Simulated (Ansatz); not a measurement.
## Convergence study of the k-point mesh for TaOs3 (P4mm, 4 atoms in the cell)

```yaml
crystal:
  lattice:
    - [3.90322, 0.00000, 0.00000]
    - [0.00000, 3.90322, 0.00000]
    - [0.00000, 0.00000, 3.90322]
  atoms:
    - { symbol: Ta, position: [0.00000, 0.00000, 0.01281] }
    - { symbol: Os, position: [0.00000, 0.50000, 0.50000] }
    - { symbol: Os, position: [0.50000, 0.00000, 0.50000] }
    - { symbol: Os, position: [0.50000, 0.50000, 0.00000] }
```

Method: LDA (PW92), default PAW files made with PBE (plane waves; Ansatz, a program for electronic structure).

Base settings: basis.ecutwfc = 30.9 Ry; kpoints.mp_grid.grid = 9 9 9; hamiltonian.xc = lda; hamiltonian.pseudopotentials = {kind: paw} (the program's default PAW files); scf.occupations.method = gaussian; scf.occupations.width = 0.0073 Ry.

The second cell is the first with its lattice scaled by 0.98.

Only quantities that move along the ladder and can be compared are tabulated.

The count of work is k-points × plane waves × bands × iterations; it is no time. Core times come from one kind of shared machine, to one figure; runs under 30 s give none.

The starting cell comes from a database of computed structures (which also holds hypothetical and non-ambient phases and stackings), without a prior relaxation at this level. Its lattice was rescaled by up to half a per cent. One atom was moved a little off its site on purpose. Spin polarisation is off. In the base run, with a pressure of about -9 GPa the cell is away from its equilibrium volume at this level. Ansatz's pressure includes its estimate of the finite-basis (Pulay) stress.

Steps (kpoints.mp_grid.grid): 2 2 2; 3 3 3; 4 4 4; 5 5 5; 6 6 6; 7 7 7; 8 8 8; 9 9 9; 10 10 10; 11 11 11; 12 12 12; 13 13 13; 17 17 17; 18 18 18; 20 20 20; 22 22 22; 25 25 25; 28 28 28.

What is the coarsest kpoints.mp_grid.grid that holds the energy of the compressed cell less the first within 0.5 meV/atom of the last step, with all finer ones?

11 11 11, at 0.060 of the last step's count of work; the step before is off by 0.54 meV/atom.

What is the coarsest kpoints.mp_grid.grid that holds the pressure within 0.5 GPa of the last step, with all finer ones?

5 5 5, at 0.0086 of the last step's count of work; the step before is off by 0.68 GPa.

What is the coarsest kpoints.mp_grid.grid that holds the free energy within 1 meV/atom of the last step, with all finer ones?

13 13 13, at 0.093 of the last step's count of work; the step before is off by 1.1 meV/atom.

```csv
kpoints.mp_grid.grid,free energy less the last step's (meV/atom),energy of the compressed cell less the first (meV/atom),pressure (GPa),largest difference of a force vector from the last step's (eV/Å),count of work / last,core time / last (rough)
2 2 2,29.88,-1.60,-11.00,1.159,0.0033,–
3 3 3,-58.96,12.73,-8.85,0.142,0.0029,–
4 4 4,27.06,16.43,-8.06,0.084,0.0086,–
5 5 5,3.13,12.91,-8.69,0.026,0.0086,–
6 6 6,-2.99,11.97,-8.90,0.048,0.019,–
7 7 7,-5.01,11.43,-8.89,0.040,0.019,–
8 8 8,1.31,12.62,-8.72,0.022,0.036,–
9 9 9,-0.36,12.27,-8.82,0.020,0.036,–
10 10 10,2.12,13.07,-8.65,0.014,0.060,–
11 11 11,-0.31,12.29,-8.77,0.005,0.060,–
12 12 12,-1.07,12.53,-8.78,0.005,0.093,0.10
13 13 13,0.83,12.72,-8.70,0.004,0.093,–
17 17 17,0.18,12.80,-8.71,0.001,0.19,0.2
18 18 18,0.39,12.47,-8.75,0.007,0.26,0.3
20 20 20,-0.20,12.66,-8.74,0.003,0.35,0.4
22 22 22,0.04,12.50,-8.75,0.005,0.45,0.5
25 25 25,0.02,12.53,-8.75,0.001,0.56,0.6
28 28 28,0.00,12.53,-8.75,0.000,1.0,1
```

The energy difference between the two cells stays within 1 meV/atom of the last step's from 8 8 8 on, the total only from 13 13 13 on: much of the error is common to both cells and cancels.

Keys are those of Ansatz 0.2.
